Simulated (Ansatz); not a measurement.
# PtS₂ (model structure, started from the 2H-MoS2 type, P6₃/mmc, No. 194, 6 atoms in the cell): properties by level of theory

```
level (code)         lattice parameter a (Å)  lattice parameter c (Å)
-------------------  -----------------------  -----------------------
PBE (Ansatz)                           3.510                   11.083
PBEsol (Ansatz)                        3.420                   10.401
PBE-D3(BJ) (Ansatz)                    3.419                   10.368
```

Ansatz's density-functional and Hartree–Fock values are scalar-relativistic unless marked +SOC, with PAW data made under PBE.

The computed numbers hold no vibrational or temperature effects.

A model structure was made by putting elements into a prototype or built by hand; it is no filed structure, need not be a known phase, and can be a saddle point held by its symmetry.

Ansatz is a program for electronic structure.
